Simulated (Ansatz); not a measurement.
Structures of equal composition on the (110) surface of germanium: Si on all surface atoms, no caps; Si on all atoms bonded under the surface atoms, no caps. The slabs share one bottom face, and each structure is named by its start. These are constructed structures in small cells; real faces may alloy, dewet or reconstruct in larger ones, and not all known structures of the face are among them. Slabs of about 15 Å, Fermi-Dirac smearing of 0.025 eV. Bottom of the slabs: built like the top, H on every dangling bond, free. Relaxed from the named starts with such symmetry as they have, on meshes of like density; energies extrapolated to zero smearing; spin only where a row says so; no spin-orbit coupling, no U. Brackets mark spin-polarised runs, whose order is one that fits the cell. Where a second, spin-polarised start was run, the lower counts.

These are PBE (plane waves to 420 eV, PAW; Ansatz, a program for electronic structure) values and carry that method's errors.

Task: Rank these by energy per 1x1 cell (lowest first), as PBE gives it.

Result: Si on all atoms bonded under the surface atoms, no caps (0.000 eV, no gap on the mesh), Si on all surface atoms, no caps (0.250 eV, no gap on the mesh)
